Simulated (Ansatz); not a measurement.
**Zinc-blende LiH (model structure)**

Computed with HSE06 (PAW; Ansatz, a program for electronic structure).

Settings: plane-wave cutoff 500 eV, 8×8×8 k mesh, gaussian smearing 0.02 eV, scalar-relativistic PAW data made under PBE.

Cell (relaxed at this level):

```
CELL_PARAMETERS angstrom
      0.00000     2.13608     2.13608
      2.13608     0.00000     2.13608
      2.13608     2.13608     0.00000
ATOMIC_POSITIONS crystal
  Li 0.00000 0.00000 0.00000
  H  0.25000 0.25000 0.25000
```

```
Item                            Value
--------  ---------------------------
band gap  5.27 eV (on the SCF k mesh)
```

Note: the relaxation could raise the start's symmetry but not lower it, so the cell can be a saddle point.

The computed numbers hold no vibrational or temperature effects.

It cost around 3.0 core-minutes (rough) of CPU time.

A model structure was made by putting elements into a prototype or built by hand; it is no filed structure, need not be a known phase, and can be a saddle point held by its symmetry.
